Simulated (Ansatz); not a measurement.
Worked example: zone-centre phonon calculation of NaAlSi₄ (P1, 6 atoms in the cell) in Ansatz (a first-principles code).

Method of the run: LDA (PW92), default PAW files made with PBE (plane waves; Ansatz).

```xyz
6
Lattice="4.3336 0.0000 0.0000 0.0000 4.3336 0.0000 0.0000 0.0000 5.9956" Properties=species:S:1:pos:R:3 pbc="T T T"
Na    -0.0673     0.0599     2.0191
Al     2.1707     2.1478     4.1042
Si     2.2267    -0.0228     5.9070
Si     0.0460     2.1858     5.9703
Si     2.1890     2.0356     1.2794
Si    -0.0648     0.0941     4.7025
```

Reference input (self-consistent single point, DFT, PBEsol, plane waves, default PAW files made with PBE): basis.ecutwfc = 420 eV; kpoints.mp_grid.grid = 8 8 6; hamiltonian.xc = pbesol; hamiltonian.pseudopotentials = {kind: paw} (the program's default PAW files); scf.occupations.method = methfessel_paxton; scf.occupations.width = 0.1 eV. This run's input differs from it in these lines:

Ansatz 0.2 input:
```diff
@@ -14,3 +14,3 @@
 basis:
-  ecutwfc: 420.0
+  ecutwfc: 295.0
 kpoints:
@@ -19,3 +19,3 @@
 hamiltonian:
-  xc: pbesol
+  xc: lda
   pseudopotentials:
@@ -26,6 +26,4 @@
     width: 0.1
-output:
-  forces: true
-  eigenvalues: true
-  stress: true
+phonons:
+  method: dfpt
```

The program printed (abridged):

```
SCF iter   1: F=—  HF=-4412.170744 eV  |F-HF|=—  |Δ(HF+E_count)|=         —  Δρ=6.24e-3  dr2=3.75e-2  ethr=1.77e-3  ⟨swp⟩=6.7  Hψ=22706  notcnv=0
all-band conjugate gradients solve this SCF's bands
preconditioner: auto → Kerker (q_TF=auto, 2.164 Å⁻¹)
SCF iter   2: F=—  HF=-4412.157430 eV  |F-HF|=—  |Δ(HF+E_count)|=   1.33e-2  S|Δr|=    0.00e0  Δρ=2.71e-3  dr2=1.20e-2  ethr=1.34e-4  ⟨swp⟩=2.0  Hψ=6272  notcnv=0
   [... lines left out ...]
SCF iter   8: F=—  HF=-4412.154076 eV  |F-HF|=—  |Δ(HF+E_count)|=   1.97e-9  S|Δr|=    0.00e0  Δρ=5.13e-7  dr2=6.53e-10  ethr=4.79e-11  ⟨swp⟩=2.7  Hψ=6200  notcnv=0
SCF iter   9: F=—  HF=-4412.154076 eV  |F-HF|=—  |Δ(HF+E_count)|=  5.09e-11  S|Δr|=    0.00e0  Δρ=1.29e-7  dr2=2.99e-11  ethr=2.33e-12  ⟨swp⟩=2.1  Hψ=4697  notcnv=0
SCF iter  10: F=-4412.154076 eV  HF=-4412.154076 eV  |F-HF|=2.73e-12  |Δ(HF+E_count)|=  4.55e-12  S|Δr|=    0.00e0  Δρ=3.31e-8  dr2=1.93e-12  ethr=1.00e-12  ⟨swp⟩=9.1  Hψ=19155  notcnv=0
SCF 1 converged in 10 iterations: F = -4412.154076 eV  dr2 = 1.93e-12
DFPT response loops at Γ: preconditioner auto → Kerker (q_TF=auto, 2.164 Å⁻¹) (partly filled bands, converged f_vac=0.000) …
phonon interpolation: 2 periodic images of 2 blocks of the force constants (a block to an ordered pair of atoms and a translation) lie up to 5.74e-3 Å farther …
Stability not checked (fill_not_monotonic)
Free energy (F): -4412.154076 eV
   [... lines left out ...]
Fermi energy:    6.780942 eV
   [... lines left out ...]
  ASR residual: 5.604e-5 → 0.000e0 eV/Å²; symmetrization residual: 4.568e-6 eV/Å²
  ASR residual per site (eV/Å²): 5.60e-5 2.40e-6 9.51e-6 8.06e-6 7.93e-6 5.38e-6
  Γ frequencies (cm⁻¹): 0.00 0.00 0.00 13.74 46.38 102.26 116.36 133.50 146.32 150.87 183.65 196.89 233.83 267.94 282.23 289.82 312.54 373.73
  non-analytic LO–TO correction: not included (Born effective charges unavailable; polar crystals: no LO–TO splitting at Γ)
```

The run converged in 10 iterations. 

Summary of the result:
- Free energy E − TS (on the zero of these files) = -4412.1541 eV
- Fermi level (on the code's own zero) = 6.78 eV
- Zone-centre frequencies (cm⁻¹; negative means imaginary) = 0, 0, 0, 14, 46, 102, 116, 134, 146, 151, 184, 197, 234, 268, 282, 290, 313, 374

The starting cell comes from a database of computed structures (which also holds hypothetical and non-ambient phases and stackings), without a prior relaxation at this level. Its atoms were displaced at random from the sites of space group no. 99. The cutoff lies below the one recommended for these files.

Cost on one core of a shared machine: roughly 5 min.
